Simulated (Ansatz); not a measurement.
## Double-hcp Pr

The numbers are results of LDA (Ansatz, a quantum-chemistry and plane-wave program, plane waves, PAW), not measurements.

Numerical settings: plane-wave cutoff 520 eV, 18×18×6 k mesh (along the axes of the cell as run), Fermi–Dirac smearing 0.05 eV, spin-polarised with parallel moments, scalar-relativistic PAW data made under PBE.

Cell (relaxed at this level):

```cif
data_Pr4
_chemical_formula_sum 'Pr4'
_space_group_name_H-M_alt 'P 1'
_space_group_IT_number 1
_cell_length_a 3.05564
_cell_length_b 3.05564
_cell_length_c 10.44686
_cell_angle_alpha 90.000
_cell_angle_beta 90.000
_cell_angle_gamma 120.000
loop_
_space_group_symop_operation_xyz
  'x, y, z'
loop_
_atom_site_label
_atom_site_type_symbol
_atom_site_fract_x
_atom_site_fract_y
_atom_site_fract_z
_atom_site_occupancy
Pr1 Pr 0.00000 0.00000 0.50000 1
Pr2 Pr 0.00000 0.00000 0.00000 1
Pr3 Pr 0.33333 0.66667 0.25000 1
Pr4 Pr 0.66667 0.33333 0.75000 1
```
Starting moments (μB, in the order of the record's atoms Pr Pr Pr Pr): 2.0 2.0 2.0 2.0.

```yaml
bulk modulus B0: 33.2 GPa
band_gap: zero (no gap)
```

Note: the magnetic order was assumed, not searched for or taken from measurement; the 4f shell is treated without U or exact exchange, so its levels and filling can be wrong; the volume lies 39 % below that of the published cell; the bulk modulus comes from volumes at which shape and atoms were relaxed.

Spin–orbit coupling is not included.

Computed values are for the static lattice.

It cost about 50 core-minutes (a rough figure) of CPU time.
